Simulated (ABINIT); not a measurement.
## ABINIT run on Al2Pt (Fm-3m, 3 atoms in the cell): self-consistent single point

Level of theory: PBEsol, PAW (JTH v2.0 PBE PAW, files made for PBE) (plane waves; ABINIT).

Input as run:

```
# Al2Pt, JTH v2.0 PBE PAW
pp_dirpath "./"
pseudos "Al.GGA_PBE-JTH.xml, Pt.GGA_PBE-JTH.xml"
acell 3*1.0
rprim
        -0.0000000000    5.5118189898    5.5118189898
         5.5118189898    0.0000000000    5.5118189898
         5.5118189898    5.5118189898    0.0000000000
natom 3
ntypat 2
znucl 13 78
typat 1 1 2
xred
         0.2500000000    0.2500000000    0.2500000000
         0.7500000000    0.7500000000    0.7500000000
         0.0000000000    0.0000000000    0.0000000000
ecut 571 eV
pawecutdg 1143 eV
pawxcdev 0
ixc -116133
occopt 3
tsmear 0.00367493
nband 13
kptopt 1
ngkpt 10 10 10
nshiftk 1
shiftk 0 0 0
nstep 60
tolvrs 1.0e-11
prtwf 0
prtden 0
```

Log, with long lists cut:

```
 Symmetries : space group Fm -3 m (#225); Bravais cF (face-center cubic)

 -outvars: echo values of preprocessed input variables --------
            acell      1.0000000000E+00  1.0000000000E+00  1.0000000000E+00 Bohr
             ecut      2.09838648E+01 Hartree
              ixc     -116133
         kptrlatt       10    0    0      0   10    0      0    0   10
          kptrlen      7.79488917E+01
            natom           3
            nband          13
            ngfft          36      36      36
          ngfftdg          48      48      48
             nkpt          47
            nstep          60
             nsym          48
           ntypat           2
           occopt           3
        pawecutdg      4.20044789E+01 Hartree
         pawxcdev           0
            rprim     -0.0000000000E+00  5.5118189898E+00  5.5118189898E+00
                       5.5118189898E+00  0.0000000000E+00  5.5118189898E+00
                       5.5118189898E+00  5.5118189898E+00  0.0000000000E+00
          spgroup         225
           tolvrs      1.00000000E-11
           tsmear      3.67493000E-03 Hartree
            typat      1  1  2
           useylm           1
             xred      2.5000000000E-01  2.5000000000E-01  2.5000000000E-01
                       7.5000000000E-01  7.5000000000E-01  7.5000000000E-01
                       0.0000000000E+00  0.0000000000E+00  0.0000000000E+00
            znucl       13.00000   78.00000

== DATASET  1 ==================================================================

 Real(R)+Recip(G) space primitive vectors, cartesian coordinates (Bohr,Bohr^-1):
 R(1)=  0.0000000  5.5118190  5.5118190  G(1)= -0.0907142  0.0907142  0.0907142
 R(2)=  5.5118190  0.0000000  5.5118190  G(2)=  0.0907142 -0.0907142  0.0907142
 R(3)=  5.5118190  5.5118190  0.0000000  G(3)=  0.0907142  0.0907142 -0.0907142
 Unit cell volume ucvol=  3.3489976E+02 bohr^3
 Angles (23,13,12)=  6.00000000E+01  6.00000000E+01  6.00000000E+01 degrees

 Coarse grid specifications (used for wave-functions):

 getcut: wavevector=  0.0000  0.0000  0.0000  ngfft=  36  36  36
         ecut(hartree)=     20.984   => boxcut(ratio)=   2.23967

 Fine grid specifications (used for densities):

 getcut: wavevector=  0.0000  0.0000  0.0000  ngfft=  48  48  48
         ecut(hartree)=     42.004   => boxcut(ratio)=   2.11066

   3.93415017E+02                                ecore*ucvol(ha*bohr**3)

_setup2: Arith. and geom. avg. npw (full set) are    1537.601    1537.581

--- !BeginCycle
solver: {iscf: 17, nstep: 60, nline: 4, wfoptalg: 10, }
tolerances: {tolvrs: 1.00E-11, }
...

     iter   Etot(hartree)      deltaE(h)  residm     nres2
 ETOT  1  -31.305326801834    -3.131E+01 8.277E-02 1.917E+01
 ETOT  2  -31.441518930218    -1.362E-01 1.465E-02 1.405E+01
 ETOT  3  -31.363950599170     7.757E-02 7.195E-03 4.932E-01
 ETOT  4  -31.374389292582    -1.044E-02 2.849E-03 5.641E-01
 ETOT  5  -31.374697121120    -3.078E-04 3.124E-03 4.239E-01
 ETOT  6  -31.373859269898     8.379E-04 1.233E-03 9.605E-02
   [... 11 lines left out ...]
 ETOT 18  -31.373844864490    -2.020E-11 3.900E-05 2.626E-09
 ETOT 19  -31.373844864483     7.283E-12 3.649E-05 2.751E-11
 ETOT 20  -31.373844864483    -5.365E-13 1.665E-05 7.815E-11
 ETOT 21  -31.373844864483     2.736E-13 2.147E-05 2.659E-11
 ETOT 22  -31.373844864484    -7.887E-13 7.090E-06 3.330E-12

 At SCF step   22       nres2   =  3.33E-12 < tolvrs=  1.00E-11 =>converged.

 Cartesian components of stress tensor (hartree/bohr^3)
  sigma(1 1)= -1.71757399E-04  sigma(3 2)=  0.00000000E+00
  sigma(2 2)= -1.71757399E-04  sigma(3 1)=  0.00000000E+00
  sigma(3 3)= -1.71757399E-04  sigma(2 1)=  0.00000000E+00

 ----iterations are completed or convergence reached----

 reduced coordinates (array xred) for    3 atoms
       0.250000000000      0.250000000000      0.250000000000
       0.750000000000      0.750000000000      0.750000000000
       0.000000000000      0.000000000000      0.000000000000
 cartesian forces (eV/Angstrom) at end:
    1     -0.00000000000000    -0.00000000000000    -0.00000000000000
    2     -0.00000000000000    -0.00000000000000    -0.00000000000000
    3     -0.00000000000000    -0.00000000000000    -0.00000000000000
 frms,max,avg= 0.0000000E+00 0.0000000E+00   0.000E+00  0.000E+00  0.000E+00 e/A
 length scales=  1.000000000000  1.000000000000  1.000000000000 bohr
              =  0.529177208590  0.529177208590  0.529177208590 angstroms
 Fermi (or HOMO) energy (hartree) =   0.30101   Average Vxc (hartree)=  -0.38211
 Eigenvalues (hartree) for nkpt=  47  k points:
 kpt#   1, nband= 13, wtk=  0.00100, kpt=  0.0000  0.0000  0.0000 (reduced coord)
  -0.08555    0.10744    0.10744    0.10744    0.15892    0.15892    0.42415    0.44248
   0.44248    0.44248    0.50813    0.50813    0.50813
      occupation numbers for kpt#   1
   2.00000    2.00000    2.00000    2.00000    2.00000    2.00000    0.00000    0.00000
   0.00000    0.00000    0.00000    0.00000    0.00000
 prteigrs : prtvol=0 or 1, do not print more k-points.

--- !EnergyTerms
comment             : Components of total free energy in Hartree
kinetic             :  8.99839560440993E+00
hartree             :  6.20515435959085E+00
xc                  : -5.00021168222933E+00
Ewald energy        : -2.97933057259143E+01
psp_core            :  1.17472469160004E+00
local_psp           : -1.74632878840371E+01
spherical_terms     :  4.50599400070968E+00
internal            : -3.13725366358702E+01
'-kT*entropy'       : -1.30967781214751E-03
total_energy        : -3.13738463136823E+01
total_energy_eV     : -8.53725775206255E+02
...

-Cartesian components of stress tensor (GPa)         [Pressure=  5.0533E+00 GPa]
- sigma(1 1)= -5.05327630E+00  sigma(3 2)=  0.00000000E+00
- sigma(2 2)= -5.05327630E+00  sigma(3 1)=  0.00000000E+00
- sigma(3 3)= -5.05327630E+00  sigma(2 1)=  0.00000000E+00

 Calculation completed.
```

The run converged in 22 iterations.

The starting cell comes from a database of computed structures (which also holds hypothetical and non-ambient phases and stackings), without a prior relaxation at this level. Its lattice was rescaled by a random factor within 2.5 % of one. Spin polarisation is off. The potentials were made for another functional than the one used. With a pressure of about 5 GPa the cell is away from its equilibrium volume at this level.

Cost on one core of a shared machine: roughly 2 min.
